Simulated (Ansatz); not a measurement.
Functionals compared on the (210) surface of fcc Rh in its 1x1 cell, outermost plane spacing 0.86 Å in the ideal cut, in Ansatz (plane waves, PAW). The structure was relaxed with PBE; the other rows are single points on it, each with its references at the same level. Cutoff 420 eV (500 eV for r2SCAN).

Slab: 13 atoms, 10.3 Å thick at the start (thin: gaps and levels are the slab's own); k 11x9x1, smearing 0.1 eV, dipole-corrected; all atoms relaxed; held to the part of the start's symmetry that mesh and held atoms allow; no spin, no spin-orbit, no U. These notes are the PBE run's.

```tsv
functional	surface energy (J/m²)	work function of the top face (eV)	rough cost of the single point
PBE	2.55	4.56	–
LDA	3.22	4.94	around 5 core-minutes (rough)
PBEsol	3.01	4.67	very roughly 5 core-minutes
RPBE	2.27	4.38	about 5 core-minutes (a rough figure)
r2SCAN	2.79	4.52	very roughly 8 core-minutes
```

Ansatz is a quantum-chemistry and plane-wave program.
